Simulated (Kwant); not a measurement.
System: π system c1cnccn1 between two chain leads. The π system is taken as planar. Atoms are numbered from 0 in the order of the SMILES. Site energies (eV, carbon 0): [0.0, 0.0, -1.2, 0.0, 0.0, -1.2]. Bonds (i, j, β in eV): (0,1,-2.4) (1,2,-2.4) (2,3,-2.4) (3,4,-2.4) (4,5,-2.4) (5,0,-2.4). Leads: chains of hopping −3.6 eV, joined by −1.2 eV to atoms 0 and 4.

Site energies and bond integrals are typed Hückel values.

Model: Hückel tight-binding model, one pz orbital an atom, one spin, coherent transport at 0 K (Kwant). Conductance is in e²/h.

Sweep values stay those of the base run.

Base results: transmission at E = 0 0.0020.

What follows from this one change: contacts moved from atoms [0, 4] to [0, 3]?

transmission at E = 0 0.0020 → 0.031.

What follows from this one change: contacts moved from atoms [0, 4] to [0, 1]?

transmission at E = 0 0.0020 → 0.024.
